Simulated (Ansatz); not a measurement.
C: pressure series

The reference is C in the diamond structure (space group Fd-3m, No. 227).

```xyz
2
Lattice="0.0000 1.7769 1.7769 1.7769 0.0000 1.7769 1.7769 1.7769 0.0000" Properties=species:S:1:pos:R:3 pbc="T T T"
C      1.7769     1.7769     1.7769
C      2.6654     2.6654     2.6654
```

Cell and atoms are relaxed at each pressure.

Level of theory: PBEsol, PAW, 420 eV (Ansatz, an electronic-structure program; scalar-relativistic without spin-orbit coupling).

| variant | band gap | smallest direct gap | volume per atom | width of the top valence band |
|---|---|---|---|---|
| base | 4.03 eV | 5.57 eV | 5.61 Å³ | 8.51 eV |
| pressure −2 GPa | 4.02 eV | 5.56 eV | ? | 8.47 eV |
| pressure −1 GPa | 4.03 eV | 5.56 eV | 5.62 Å³ | 8.49 eV |
| pressure 3 GPa | 4.05 eV | 5.59 eV | 5.57 Å³ | 8.57 eV |
| pressure 7 GPa | 4.07 eV | 5.61 eV | 5.53 Å³ | ? |
| pressure 15 GPa | 4.10 eV | 5.66 eV | 5.44 Å³ | 8.79 eV |
| pressure 30 GPa | 4.17 eV | 5.74 eV | 5.28 Å³ | ? |
| pressure 50 GPa | 4.25 eV | 5.83 eV | 5.11 Å³ | 9.36 eV |
| pressure 75 GPa | 4.34 eV | 5.94 eV | 4.92 Å³ | 9.72 eV |
| pressure 100 GPa | 4.43 eV | 6.03 eV | ? | 10.06 eV |

Task: Some entries are withheld; estimate them.

Result: 
- pressure −2 GPa, volume per atom: 5.64 Å³
- pressure 7 GPa, width of the top valence band: 8.65 eV
- pressure 30 GPa, width of the top valence band: 9.05 eV
- pressure 100 GPa, volume per atom: 4.76 Å³

Load acts through the strain it causes; cell and atoms are relaxed under it. Stability against distortions was not tested. No other phases were tried under pressure.
